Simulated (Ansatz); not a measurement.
The parent structure is C (space group P4_32_12, No. 96; a = 3.802 Å, c = 4.681 Å; a hypothetical phase, not in the database extracts checked).

(Cell as relaxed with PBE.)

Levels (all Ansatz, an electronic-structure program, PAW): PBE (420 eV, scalar-relativistic without spin-orbit coupling); PBEsol (420 eV, no spin-orbit coupling).

Each level relaxes its own structure.

```
base                     PBE   PBEsol
-------------------  -------  -------
volume per atom      5.64 Å³  5.54 Å³
lattice parameter a  3.802 Å  3.783 Å
```

Now apply this change: cell and atoms relaxed at a pressure of 7.5 GPa.

| quantity | PBE | PBEsol |
|---|---|---|
| c/a ratio | 1.229 | (withheld) |
| lattice parameter a | 3.781 Å | (withheld) |

Problem. What does PBEsol give?

Solution. 
- c/a ratio, PBEsol: 1.227
- lattice parameter a, PBEsol: 3.763 Å

PBE's c/a ratio lies 0.002 above PBEsol's; PBE's lattice parameter a lies 0.018 Å above PBEsol's (0.5 %). Neither level is exact; PBEsol is the comparison here, not a measurement.

Load acts through the strain it causes; cell and atoms are relaxed under it. Stability against distortions was not tested. Competing high-pressure phases were not computed.
